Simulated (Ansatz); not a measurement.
**GaSb: pressure series**

Base system: GaSb in the zinc blende structure (space group F-43m, No. 216; a = 6.1335 Å).

Cell and atoms are relaxed at each pressure.

All numbers come from Kohn–Sham DFT with the r2SCAN functional, run in Ansatz (a first-principles code) with PAW and 500 eV plane waves, no spin-orbit coupling, earlier PAW set.

Computed cases, in order: pressure −2 GPa; pressure −1 GPa; 0 GPa (base); pressure 0.3 GPa; pressure 0.7 GPa; pressure 1.5 GPa; pressure 3 GPa; pressure 5 GPa; pressure 7.5 GPa; pressure 10 GPa.

Problem. Between which two neighbouring cases does the gap turn between direct and indirect?

Solution. Between pressure 3 GPa (0.80 eV, direct at Γ) and pressure 5 GPa (0.87 eV, indirect, Γ → L). The whole series: pressure −2 GPa: 0.10 eV, direct at Γ; pressure −1 GPa: 0.26 eV, direct at Γ; 0 GPa (base): 0.41 eV, direct at Γ; pressure 0.3 GPa: 0.46 eV, direct at Γ; pressure 0.7 GPa: 0.51 eV, direct at Γ; pressure 1.5 GPa: 0.61 eV, direct at Γ; pressure 3 GPa: 0.80 eV, direct at Γ; pressure 5 GPa: 0.87 eV, indirect, Γ → L; pressure 7.5 GPa: 0.94 eV, indirect, Γ → Γ–X (79 % along); pressure 10 GPa: 0.89 eV, indirect, Γ → Γ–X (79 % along).

Spin-orbit coupling, missing from the scalar runs, can matter with Sb. Load acts through the strain it causes; cell and atoms are relaxed under it. Stability against distortions was not tested. Tetrahedral semiconductors of this kind turn to denser phases somewhere between about 1 and 50 GPa; those were not computed, so compressed cells here can lie past the real transition. The zero or small gap of GaSb under pressure −2 GPa and GaSb under pressure −1 GPa can change with the level of theory.
